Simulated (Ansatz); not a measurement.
Take Cu3N (space group Pm-3m, No. 221; a = 3.7649 Å) as the base.

The values are results of PBEsol, PAW, 420 eV (Ansatz, an electronic-structure program; no SOC), not measurements.

For the base:

```
Quantity            Value
---------------  --------
Volume per atom  13.34 Å³
Band gap             zero
```

The change: cell and atoms relaxed at a pressure of 9 GPa.

### Question
What does the calculation give for the volume per atom after the change?

### Answer
The volume per atom falls by 0.76 Å³ (13.34 Å³ → 12.58 Å³).

### Question
Predict the new band gap.

### Answer
The band gap is still zero.

Load acts through the strain it causes; cell and atoms are relaxed under it. No phonon test of stability was made. Competing high-pressure phases were not computed. The final runs are not spin-polarised. Gaps under 0.05 eV, about the width of the smearing, are given as zero. The zero or small gap of Cu3N can change with the level of theory.
